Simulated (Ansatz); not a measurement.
Partial pair distribution functions of a relaxed model of amorphous Si30N40C, broadened by 0.06 Å; density 2.94 g/cm³. Method: PBE, scalar-relativistic without spin-orbit coupling (plane waves to 420 eV, PAW; Ansatz, a program for electronic structure).

A CHGNet melt-quench gave the starting glass, which DFT then relaxed. N atoms were pushed apart under 1.9 Å during the dynamics, to hinder bonds among them. The hot cell started wider than the set density and was brought back towards it in steps. It is the lowest in DFT energy of 2 quenches. It is a model cell: composition and starting density were chosen by hand, and all elements were melted together. No dispersion term was used. Its density started from a set value of 2.94 and ended at 2.94 g/cm³. The simulated quench (nominally 380 K/ps over its main leg) is rapid and tends to freeze in more defects than a deposited or slowly cooled glass has. Values belong to this one cell and scatter from quench to quench. The volume was held where the preparation left it, at a PBE pressure of 3.2 GPa. Stress components on the final sampling reach 6.5 GPa. Cycles of charging lowered its energy after that relaxation.

```
r (Å)  g Si-N  g Si-Si  g N-N
-----  ------  -------  -----
1.45     0.01     0.00   0.00
1.55     0.49     0.00   0.00
1.65     5.06     0.00   0.00
1.75    10.09     0.00   0.00
1.85     4.07     0.00   0.00
1.95     0.53     0.00   0.00
2.05     0.03     0.00   0.00
2.15     0.00     0.00   0.00
2.25     0.00     0.02   0.01
2.35     0.00     0.29   0.21
2.45     0.00     0.60   0.67
2.55     0.01     0.62   1.06
2.65     0.13     0.35   2.26
2.75     0.25     1.19   3.20
2.85     0.23     2.56   3.40
2.95     0.41     3.61   3.16
3.05     0.49     3.94   2.03
3.15     0.81     2.68   0.93
3.25     1.01     1.33   0.68
3.35     1.06     0.34   0.50
3.45     1.30     0.13   0.33
3.55     1.17     0.23   0.37
3.65     1.06     0.27   0.46
3.75     1.37     0.28   0.54
3.85     1.41     0.28   0.67
3.95     1.53     0.33   0.58
4.05     1.41     0.68   0.71
4.15     1.32     0.83   0.61
4.25     1.46     0.88   0.70
4.35     1.29     0.89   0.71
4.45     1.41     0.83   0.80
4.55     1.31     0.75   1.00
4.65     0.88     1.25   1.06
```

Within 2.08 Å each Si has 3.90 N neighbours on average.
